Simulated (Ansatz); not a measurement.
**Several settings converged on LaBi₃ (P4mm, 4 atoms in the cell)**

```yaml
crystal:
  lattice:
    - [4.99672, 0.00000, 0.00000]
    - [0.00000, 4.99672, 0.00000]
    - [0.00000, 0.00000, 4.99672]
  atoms:
    - { symbol: La, position: [0.00000, 0.00000, 0.01001] }
    - { symbol: Bi, position: [0.50000, 0.00000, 0.50000] }
    - { symbol: Bi, position: [0.00000, 0.50000, 0.50000] }
    - { symbol: Bi, position: [0.50000, 0.50000, 0.00000] }
```

Base method: PBEsol, default PAW files made with PBE (plane waves; Ansatz, an electronic-structure program).

Base settings: basis.ecutwfc = 30.9 Ry; kpoints.mp_grid.grid = 7 7 7; hamiltonian.xc = pbesol; hamiltonian.pseudopotentials = {kind: paw} (the program's default PAW files); scf.occupations.method = gaussian; scf.occupations.width = 0.0073 Ry.

The count of work is k-points × plane waves × bands × iterations; it is no time. 

**The k-point mesh at a smearing width of 0.02 eV**

In this ladder: scf.occupations.width = 0.0015 Ry.

Only quantities that move along the ladder and can be compared are tabulated.

| kpoints.mp_grid.grid | free energy less the last step's (meV/atom) | pressure (GPa) | largest difference of a force vector from the last step's (eV/Å) | count of work / last |
|---|---|---|---|---|
| 3 3 3 | 133.38 | -0.91 | 0.046 | 0.017 |
| 4 4 4 | -6.52 | -2.22 | 0.031 | 0.044 |
| 5 5 5 | 2.82 | -1.94 | 0.008 | 0.052 |
| 6 6 6 | 11.11 | -1.78 | 0.005 | 0.099 |
| 7 7 7 | -8.46 | -1.97 | 0.004 | 0.099 |
| 9 9 9 | 0.04 | -2.04 | 0.004 | 0.19 |
| 11 11 11 | 1.31 | -1.97 | 0.003 | 0.31 |
| 13 13 13 | -2.58 | -1.96 | 0.002 | 0.56 |
| 16 16 16 | 0.00 | -1.95 | 0.000 | 1.0 |

Coarsest kpoints.mp_grid.grid that holds the free energy within 5 meV/atom: not settled: the last two steps still differ by 2.6 meV/atom, over half the tolerance, so the ladder does not show it.

Coarsest kpoints.mp_grid.grid that holds the pressure within 0.2 GPa of the last step, with all finer ones: 5 5 5, at 0.052 of the last step's count of work; the step before is off by 0.27 GPa.

Coarsest kpoints.mp_grid.grid that holds the forces within 0.02 eV/Å of the last step, with all finer ones: 5 5 5, at 0.052 of the last step's count of work; the step before is off by 0.031 eV/Å.

**The width of Fermi-Dirac smearing**

In this ladder: kpoints.mp_grid.grid = 12 12 12; scf.occupations.method = fermi_dirac.

Narrow widths need finer meshes than wide ones, so the last steps can hold mesh noise.

Only quantities that move along the ladder and can be compared are tabulated; pressure and forces are left out, as mesh noise rules them at narrow widths.

| scf.occupations.width | free energy less the last step's (meV/atom) | energy extrapolated to zero width less the last step's (meV/atom) |
|---|---|---|
| 0.0735 Ry | -1196.58 | 57.19 |
| 0.0367 Ry | -262.05 | 30.13 |
| 0.022 Ry | -82.90 | 7.01 |
| 0.0147 Ry | -34.18 | 0.71 |
| 0.0073 Ry | -6.66 | -0.12 |
| 0.0037 Ry | 0.00 | 0.00 |

Widest scf.occupations.width that holds the energy extrapolated to zero width within 2 meV/atom of the last step, with all finer ones: 0.0147 Ry; the step before is off by 7.0 meV/atom.

Widest scf.occupations.width that holds the free energy within 5 meV/atom: not settled: the last two steps still differ by 6.7 meV/atom, over half the tolerance, so the ladder does not show it.

The extrapolation to zero width removes most of the smearing's effect on the energy.

**The mesh under tetrahedron occupations**

In this ladder: scf.occupations.method = tetrahedron; scf.occupations.width = default.

Only quantities that move along the ladder and can be compared are tabulated.

```csv
kpoints.mp_grid.grid,free energy less the last step's (meV/atom),pressure (GPa),largest difference of a force vector from the last step's (eV/Å),count of work / last
3 3 3,112.74,-0.72,0.033,0.033
4 4 4,-7.88,-2.06,0.009,0.064
5 5 5,-3.36,-1.90,0.012,0.075
7 7 7,-3.41,-1.94,0.000,0.14
8 8 8,-1.52,-1.97,0.004,0.26
10 10 10,-0.28,-1.94,0.001,0.44
12 12 12,-0.50,-1.97,0.001,0.68
15 15 15,0.00,-1.96,0.000,1.0
```

Coarsest kpoints.mp_grid.grid that holds the forces within 0.02 eV/Å of the last step, with all finer ones: 4 4 4, at 0.064 of the last step's count of work; the step before is off by 0.033 eV/Å.

Coarsest kpoints.mp_grid.grid that holds the pressure within 1 GPa of the last step, with all finer ones: 4 4 4, at 0.064 of the last step's count of work; the step before is off by 1.2 GPa.

Coarsest kpoints.mp_grid.grid that holds the free energy within 5 meV/atom of the last step, with all finer ones: 5 5 5, at 0.075 of the last step's count of work; the step before is off by 7.9 meV/atom.

Two neighbours can agree and both be off: 5 5 5 and 7 7 7 differ by 0.05 meV/atom in the free energy, yet lie about 3.4 meV/atom from the last step.

On the base run: the starting cell comes from a database of computed structures (which also holds hypothetical and non-ambient phases and stackings), without a prior relaxation at this level. Its lattice was rescaled by up to half a per cent. One atom was moved a little off its site on purpose. Ansatz's pressure includes its estimate of the finite-basis (Pulay) stress.

Left out of this page: 2 runs of the series outside the window shown, repeating another row's setting, or not comparable.

Keys are those of Ansatz 0.2.
